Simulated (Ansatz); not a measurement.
## GeSe (model structure, started from the PtS type, P4₂/mmc, No. 131, 4 atoms in the cell): properties by level of theory

```tsv
level (code)	lattice parameter a (Å)	lattice parameter c (Å)	formation enthalpy (eV/atom)
PBE (Ansatz)	(withheld)	7.615	0.119
PBEsol (Ansatz)	3.585	7.562	0.121
PBE-D3(BJ) (Ansatz)	3.633	(withheld)	0.124
```

Problem. Fill in the missing entries.

Solution. 
- PBE (Ansatz, a program for electronic structure), lattice parameter a (Å): 3.720
- PBE-D3(BJ) (Ansatz), lattice parameter c (Å): 7.646

Caveats: a distance lies near a switch of the dispersion term, which can move the cell (PBE-D3(BJ)). Ansatz's density-functional and Hartree–Fock values are scalar-relativistic unless marked +SOC, with PAW data made under PBE.

Computed values are for the static lattice.

A model structure was made by putting elements into a prototype or built by hand; it is no filed structure, need not be a known phase, and can be a saddle point held by its symmetry.
